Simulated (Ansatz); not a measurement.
# GaP: alloy series

Start from GaP in the zinc blende structure (space group F-43m, No. 216; a = 5.506 Å).

The other end (x = 1) is GaAs in the zinc blende structure (space group F-43m, No. 216): 23.71 Å³/atom, gap 0.16 eV.

As replaces a fraction x of P; each row is one arrangement (x, atoms in the cell, starting space group or random), fully relaxed.

All numbers come from PBE (Ansatz, a program for electronic structure), spin-orbit coupling left out.

For the base:

```
Property    Value
--------  -------
Band gap  1.58 eV
```

The aim is a band gap between 0.92 eV and 0.97 eV. Which of these changes reaches it?
A) x(As) = 0.333, 6 atoms, P3m1
B) x(As) = 0.75, 8 atoms, P-43m
C) x(As) = 0.333, 6 atoms, I-4m2

A, x(As) = 0.333, 6 atoms, P3m1. It gives 0.94 eV; x(As) = 0.75, 8 atoms, P-43m gives 0.49 eV; x(As) = 0.333, 6 atoms, I-4m2 gives 1.04 eV. Changes not listed may reach it too

Each cell is one ordered arrangement of few atoms, which overstates ordering effects compared with a random alloy. Whether these cells are dynamically stable was not tested. A zero or small gap of GaAs can be the functional's error rather than a property of the material.
